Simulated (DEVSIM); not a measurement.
System: Si n-p junction from an implanted or diffused profile, at 300 K.

```csv
layer (left to right),material,thickness (μm),Na (cm⁻³),τn (s),τp (s)
1,Si,180,4.8e15,3e-7,3e-7
```

Added donor profile: 6.7e17 cm⁻³ × exp(−(x − 0 μm)²/(2·(0.23 μm)²)). Left contact: ohmic. Right contact: ohmic. Voltage is applied to the left contact. Recombination: SRH at mid-gap, radiative, Auger. Gap narrowing is on: ΔEg = 6.92 meV × (l + √(l² + 0.5)), l = ln(N/1.3e17 cm⁻³), shared equally by both band edges. Mobility is μmin + (μ − μmin)/(1 + (N/Nref)^α).

This is a model device: material constants are rounded textbook-type values typed into the input, and sizes, dopings and lifetimes were drawn at random. Values at 300 K.

```csv
parameter,Si
gap (eV),1.124
affinity (eV),4.05
permittivity,11.7
Nc (cm⁻³),2.86e19
Nv (cm⁻³),3.1e19
μn (cm²/Vs),1417
μp (cm²/Vs),470
"μn,min",52
"μp,min",45
"Nref,n",9.7e16
"Nref,p",2.2e17
αn,0.68
αp,0.72
B (cm³/s),4.7e-15
Cn (cm⁶/s),2.8e-31
Cp (cm⁶/s),9.9e-32
```

Simulated with DEVSIM: 1D drift-diffusion, Boltzmann statistics, complete ionisation; no tunnelling, impact ionisation, image-force lowering or self-heating.

Task: Tabulate band edges, carrier densities and field at zero bias.

Result: Energies count from the Fermi level of the right contact; mesh points crowd at the junctions.

```json
[
 {"x (μm)": "0.000", "Ec (eV)": "0.097", "Ev (eV)": "-1.003", "n (cm⁻³)": "6.7e17", "p (cm⁻³)": "440", "field (V/cm)": "19"},
 {"x (μm)": "0.02868", "Ec (eV)": "0.097", "Ev (eV)": "-1.003", "n (cm⁻³)": "6.6e17", "p (cm⁻³)": "440", "field (V/cm)": "110"},
 {"x (μm)": "0.08032", "Ec (eV)": "0.099", "Ev (eV)": "-1.002", "n (cm⁻³)": "6.3e17", "p (cm⁻³)": "450", "field (V/cm)": "300"},
 {"x (μm)": "0.1652", "Ec (eV)": "0.104", "Ev (eV)": "-1.000", "n (cm⁻³)": "5.1e17", "p (cm⁻³)": "500", "field (V/cm)": "610"},
 {"x (μm)": "0.3818", "Ec (eV)": "0.133", "Ev (eV)": "-0.983", "n (cm⁻³)": "1.6e17", "p (cm⁻³)": "940", "field (V/cm)": "1600"},
 {"x (μm)": "0.5934", "Ec (eV)": "0.207", "Ev (eV)": "-0.915", "n (cm⁻³)": "9.4e15", "p (cm⁻³)": "13000", "field (V/cm)": "9500"},
 {"x (μm)": "0.7912", "Ec (eV)": "0.576", "Ev (eV)": "-0.548", "n (cm⁻³)": "6.1e9", "p (cm⁻³)": "1.9e10", "field (V/cm)": "20000"},
 {"x (μm)": "1.064", "Ec (eV)": "0.877", "Ev (eV)": "-0.246", "n (cm⁻³)": "52000", "p (cm⁻³)": "2.3e15", "field (V/cm)": "2900"},
 {"x (μm)": "1.455", "Ec (eV)": "0.897", "Ev (eV)": "-0.227", "n (cm⁻³)": "25000", "p (cm⁻³)": "4.8e15", "field (V/cm)": "≈ 0"},
 {"x (μm)": "2.397", "Ec (eV)": "0.897", "Ev (eV)": "-0.227", "n (cm⁻³)": "25000", "p (cm⁻³)": "4.8e15", "field (V/cm)": "≈ 0"},
 {"x (μm)": "4.894", "Ec (eV)": "0.897", "Ev (eV)": "-0.227", "n (cm⁻³)": "25000", "p (cm⁻³)": "4.8e15", "field (V/cm)": "≈ 0"},
 {"x (μm)": "14.85", "Ec (eV)": "0.897", "Ev (eV)": "-0.227", "n (cm⁻³)": "25000", "p (cm⁻³)": "4.8e15", "field (V/cm)": "≈ 0"},
 {"x (μm)": "35.56", "Ec (eV)": "0.897", "Ev (eV)": "-0.227", "n (cm⁻³)": "25000", "p (cm⁻³)": "4.8e15", "field (V/cm)": "≈ 0"},
 {"x (μm)": "90.00", "Ec (eV)": "0.897", "Ev (eV)": "-0.227", "n (cm⁻³)": "25000", "p (cm⁻³)": "4.8e15", "field (V/cm)": "≈ 0"},
 {"x (μm)": "153.6", "Ec (eV)": "0.897", "Ev (eV)": "-0.227", "n (cm⁻³)": "25000", "p (cm⁻³)": "4.8e15", "field (V/cm)": "≈ 0"},
 {"x (μm)": "169.2", "Ec (eV)": "0.897", "Ev (eV)": "-0.227", "n (cm⁻³)": "25000", "p (cm⁻³)": "4.8e15", "field (V/cm)": "≈ 0"},
 {"x (μm)": "175.8", "Ec (eV)": "0.897", "Ev (eV)": "-0.227", "n (cm⁻³)": "25000", "p (cm⁻³)": "4.8e15", "field (V/cm)": "≈ 0"},
 {"x (μm)": "178.3", "Ec (eV)": "0.897", "Ev (eV)": "-0.227", "n (cm⁻³)": "25000", "p (cm⁻³)": "4.8e15", "field (V/cm)": "≈ 0"},
 {"x (μm)": "179.5", "Ec (eV)": "0.897", "Ev (eV)": "-0.227", "n (cm⁻³)": "25000", "p (cm⁻³)": "4.8e15", "field (V/cm)": "≈ 0"},
 {"x (μm)": "179.8", "Ec (eV)": "0.897", "Ev (eV)": "-0.227", "n (cm⁻³)": "25000", "p (cm⁻³)": "4.8e15", "field (V/cm)": "≈ 0"},
 {"x (μm)": "179.9", "Ec (eV)": "0.897", "Ev (eV)": "-0.227", "n (cm⁻³)": "25000", "p (cm⁻³)": "4.8e15", "field (V/cm)": "≈ 0"},
 {"x (μm)": "180.0", "Ec (eV)": "0.897", "Ev (eV)": "-0.227", "n (cm⁻³)": "25000", "p (cm⁻³)": "4.8e15", "field (V/cm)": "≈ 0"}
]
```
